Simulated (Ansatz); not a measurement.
A relaxation of the atoms of Ge2W (I4mm, 3 atoms in the cell) with Ansatz (a first-principles code).

Level of theory: LDA (PW92), default PAW files made with PBE (plane waves; Ansatz).

The change in words: one atom moved by 0.15 angstrom; relax: default → atoms; relax.f_tol: default → 0.001 eV/Å. Reference geometry:
```yaml
crystal:
  lattice:
    - [-1.67060, 1.67060, 4.10924]
    - [1.67060, -1.67060, 4.10924]
    - [1.67060, 1.67060, -4.10924]
  atoms:
    - { symbol: Ge, position: [0.33759, 0.33759, 0.00000] }
    - { symbol: Ge, position: [0.66241, 0.66241, 0.00000] }
    - { symbol: W, position: [0.00000, 0.00000, 0.00000] }
```

Reference input (self-consistent single point, DFT, LDA (PW92), plane waves, default PAW files made with PBE): basis.ecutwfc = 420 eV; kpoints.mp_grid.grid = 14 14 14; hamiltonian.xc = lda; hamiltonian.pseudopotentials = {kind: paw} (the program's default PAW files); scf.occupations.method = gaussian; scf.occupations.width = 0.1 eV. This run's input differs from it in these lines:

```diff
@@ -6,3 +6,3 @@
   atoms:
-    - { symbol: Ge, position: [0.337590, 0.337590, 0.000000] }
+    - { symbol: Ge, position: [0.355842, 0.355842, 0.000000] }
     - { symbol: Ge, position: [0.662410, 0.662410, 0.000000] }
@@ -18,2 +18,4 @@
   occupations: { method: gaussian, width: 0.1 }
+relax:
+  f_tol: 0.001
 output:
```

The program printed (abridged):

```
   [... SCF lines of the steps left out ...]
relax step   1: F+E_penalty+E_count = -18561.20990167 eV  Δ(F+E_penalty+E_count) = +0.000e0 eV  max|allowed force component| = 1.665e0 eV/Å  Δτ_max = 0.0000 Å  (7 SCF iters, dr2 threshold 1.00e-7 eV, accepted)
relax step   2: F+E_penalty+E_count = -18561.32521671 eV  Δ(F+E_penalty+E_count) = -1.153e-1 eV  max|allowed force component| = 1.474e-1 eV/Å  Δτ_max = 0.1019 Å  (6 SCF iters, dr2 threshold 1.00e-4 eV, accepted)
relax step   3: F+E_penalty+E_count = -18561.32627678 eV  Δ(F+E_penalty+E_count) = -1.060e-3 eV  max|allowed force component| = 6.017e-3 eV/Å  Δτ_max = 0.0091 Å  (4 SCF iters, dr2 threshold 1.36e-6 eV, accepted)
relax step   4: F+E_penalty+E_count = -18561.32627711 eV  Δ(F+E_penalty+E_count) = -3.314e-7 eV  max|allowed force component| = 5.914e-3 eV/Å  Δτ_max = 0.0000 Å  (5 SCF iters, accepted)
relax step   5: F+E_penalty+E_count = -18561.32627888 eV  Δ(F+E_penalty+E_count) = -1.762e-6 eV  max|allowed force component| = 6.943e-5 eV/Å  Δτ_max = 0.0004 Å  (4 SCF iters, dr2 threshold 2.19e-9 eV, accepted)
relax step   6: F+E_penalty+E_count = -18561.32627888 eV  Δ(F+E_penalty+E_count) = -3.965e-10 eV  max|allowed force component| = 7.128e-5 eV/Å  Δτ_max = 0.0000 Å  (2 SCF iters, accepted)
the relaxation is at rest under the 8 symmetry operations that the run kept from its start: a minimum is not shown …
Stability not checked: this state was not tested for a lower state beside it, because too few of the mixer's solves of this state at the end of the SCF gave a …
Free energy (F): -18561.326279 eV
Internal energy: -18561.321235 eV  (E = F + TS)
E sigma→0 (E₀):  -18561.323757 eV
Entropy (-TS):   -0.005044 eV (-1.681 meV/atom)
Fermi energy:    17.109860 eV
--- Forces (eV/Å), atoms counted from 1 ---
  atom   1  Ge     0.00000000    -0.00000000     0.00006722
   [... lines left out ...]
  F+E_penalty+E_count = -18561.32627888 eV   max|allowed force component| = 7.128e-5 eV/Å
  atoms:
    - { symbol: Ge, position: [0.3442137343997442, 0.3442137343997442, -5.557153768776457e-18] }
    - { symbol: Ge, position: [0.6679534987859927, 0.6679534987859927, 2.6492407578055447e-18] }
    - { symbol: W, position: [0.0060847668142633695, 0.006084766814263372, 2.9079130109709124e-18] }
```

The run converged. 

Summary of the result:
* **Free energy E − TS (on the zero of these files)**: -18561.3263 eV
* **Fermi level (on the code's own zero)**: 17.11 eV
* **Pressure**: -8.13 GPa
* **Relaxation steps**: 6

The starting cell comes from a database of computed structures (which also holds hypothetical and non-ambient phases and stackings), without a prior relaxation at this level. Its lattice was rescaled by up to half a per cent. For this run, on top of that: one atom moved by 0.15 angstrom. Spin polarisation is off. The relaxation keeps the symmetry of its start, so its end need not be a minimum. Ansatz's pressure includes its estimate of the finite-basis (Pulay) stress.

Cost on one core of a shared machine: roughly 80 s.

Keys are those of Ansatz 0.2.
